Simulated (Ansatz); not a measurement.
Rock-salt NaH was calculated with r²SCAN0 in Ansatz (plane waves, PAW).

Numerical settings: plane-wave cutoff 520 eV, 10×10×10 k mesh, Fermi–Dirac smearing 0.01 eV, scalar-relativistic PAW data made under PBE.

Computed at the level's own relaxed cell.

```
CELL_PARAMETERS angstrom
      0.00000     2.39084     2.39084
      2.39084     0.00000     2.39084
      2.39084     2.39084     0.00000
ATOMIC_POSITIONS crystal
  Na 0.00000 0.00000 0.00000
  H  0.50000 0.50000 0.50000
```

### Question
List the 5 lowest band energies at Γ above −25 eV (eV, relative to the valence band maximum), grouping those that round alike.

### Answer
At Γ: -24.84 (×3), -4.07, 13.63.

Note: the run warned that its exchange threshold was loose for the stress.

Ansatz is an electronic-structure program.
